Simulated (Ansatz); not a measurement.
Mo: response to strain

Base system: Mo in the bcc (W type) structure (space group Im-3m, No. 229; a = 3.130 Å; relaxed with 0.1 eV smearing). Axes: x, y, z lie along the cube axes.

Strains are applied to the cell and any free atomic positions relax; under biaxial strain the out-of-plane vector relaxes too.

Level of theory: PBEsol (Ansatz, a first-principles code; PAW; 420 eV plane waves; scalar-relativistic without spin-orbit coupling).

Candidates:
(a) biaxial strain +2.00 %, plane normal [001], relaxed out of plane
(b) biaxial strain −3.00 %, plane normal [001], relaxed out of plane
(c) biaxial strain −2.00 %, plane normal [001], relaxed out of plane

### Question
Order them by out-of-plane strain, lowest first.

### Answer
(a) biaxial strain +2.00 %, plane normal [001], relaxed out of plane (-1.35 %), (c) biaxial strain −2.00 %, plane normal [001], relaxed out of plane (+1.51 %), (b) biaxial strain −3.00 %, plane normal [001], relaxed out of plane (+2.37 %)

Whether these cells are dynamically stable was not tested. The final runs are not spin-polarised.
